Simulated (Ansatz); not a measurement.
The starting structures come from a database of crystals and need not be the phases stable at ambient conditions.

Inside the gap of an insulator the Bloch states are evanescent, with a wavenumber k + iκ along the transport direction.

Here is the system:

```xyz
6
Lattice="5.0634 0.0000 0.0000 0.2153 5.0588 0.0000 2.4241 -2.5294 3.5034" Properties=species:S:1:pos:R:3 pbc="T T T"
Si     0.0000     0.0000     0.0000
Si     2.5317     0.0000     1.7517
O      4.0322    -0.2448     1.2150
O      1.5005    -0.2448     0.5368
O      2.3509     1.5095     2.2885
O      2.2433    -1.0199     2.9667
```

The cell is taken as given.

Transport runs along the normal of the first two printed cell vectors, the (110) plane of the conventional cell.

The gap is the functional's own. No spin-orbit coupling. Mid-gap values are those at the computed energy nearest the middle.

Q: Predict the band gap and the smallest decay constant κ at mid-gap from r2SCAN (Ansatz, an electronic-structure program).

A: Gap 6.55 eV on a 8×8×8 mesh; κ = 0.563 1/Å, at the zone centre.
